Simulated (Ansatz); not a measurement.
# The (110) surface of rock-salt TaC in its 1x1 cell (cut with top plane C + Ta, bottom plane C + Ta), outermost plane spacing 1.58 Å in the ideal cut

Computed with PBE (plane waves to 420 eV, PAW; Ansatz, an electronic-structure program).

Model: 16-atom slab, C8Ta8, 11.1 Å thick at the start, 12x9x1 mesh, Fermi-Dirac 0.1 eV, dipole correction, all atoms relaxed; held to the start's symmetry, so lower structures may exist; no spin, no spin-orbit, no U.

The surface energy (mean of both faces) comes out as 3.24 J/m² and the surface energy before relaxation is 3.68 J/m². The work function of the top face is 4.13 eV, the energy released by relaxation comes out as 0.77 eV and the cost is about 4 core-minutes (a rough figure).
